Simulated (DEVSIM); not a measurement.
Structure: Schottky contact on n-type CdTe, at 300 K.

Layer 1 from the left is CdTe, thickness (μm) 4.00, Nd (cm⁻³) 8.7e15, τn (s) 4.2e-10, τp (s) 4.2e-10.

Left contact: Schottky, work function 5.09 eV, emission velocity 7.9e6 cm/s. Right contact: ohmic. Voltage is applied to the left contact. Recombination: SRH at mid-gap. Mobility is constant in doping.

The device is made up for the run: typed textbook-type constants, with dimensions and the other settings drawn at random. Values at 300 K.

CdTe: gap (eV) 1.5, affinity (eV) 4.28, permittivity 10.2, Nc (cm⁻³) 8e17, Nv (cm⁻³) 1.8e19, μn (cm²/Vs) 1000, μp (cm²/Vs) 80.

Simulated with DEVSIM: 1D drift-diffusion, Boltzmann statistics, complete ionisation; no tunnelling, impact ionisation, image-force lowering or self-heating. Metal contacts follow the ideal Schottky-Mott rule: no Fermi-level pinning, no interface dipoles.

Task: What does the simulation give for the dark forward voltage at 100 A/cm², the dark forward voltage at 1 A/cm², the potential step across the device at zero bias?

Result: dark forward voltage at 100 A/cm² 0.614 V; dark forward voltage at 1 A/cm² 0.460 V; potential step across the device at zero bias 0.693 V.
